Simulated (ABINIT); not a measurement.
Band structure of Os (P6_3/mmc, 4 atoms in the cell).

```
CELL_PARAMETERS angstrom
      2.75459     0.00000     0.00000
     -1.37729     2.38555     0.00000
      0.00000     0.00000     8.86291
ATOMIC_POSITIONS crystal
  Os 0.00000 0.00000 0.00000
  Os 0.00000 0.00000 0.50000
  Os 0.33333 0.66667 0.25000
  Os 0.66667 0.33333 0.75000
```

Method: PBE, norm-conserving pseudopotentials (PseudoDojo nc-sr-05 PBE standard) (plane waves; ABINIT).

Settings: pseudos = [Os.upf]; ecut = 37 Ha; occopt = 7; tsmear = 0.00367493 Ha; ngkpt = 9 9 3; nshiftk = 1; shiftk = 0 0 0; potentials = PseudoDojo nc-sr-05 PBE standard; kptopt = 1; nstep = 60; tolvrs1 = 1e-12; ndtset = 2; getden2 = 1.

The starting cell was generated: these elements placed on a structure prototype, without a prior relaxation; it need not be a known phase or ordering of this composition. Its lattice was rescaled by a random factor within 2.5 % of one. Spin-orbit coupling is off. Spin polarisation is off.

Levels in eV from the Fermi level, bands 29 to 36:
```
point     29     30     31     32     33     34     35     36
-----  -----  -----  -----  -----  -----  -----  -----  -----
Γ      -2.52  -2.38  -2.38  -0.82  -0.82  -0.21   0.00   0.00
M      -1.04   0.27   1.27   2.08   2.12   2.26   2.27   2.53
K      -1.36  -1.36   0.20   0.20   1.28   1.46   1.46   1.58
A      -2.71  -2.71  -2.00  -2.00  -0.33  -0.33  -0.33  -0.33
L      -0.86  -0.86   1.10   1.10   2.13   2.13   2.50   2.50
H      -1.33  -1.33  -0.30  -0.30   1.49   1.49   1.83   1.83
```

Bands cross the Fermi level along this path, so the cell is metallic at this level.
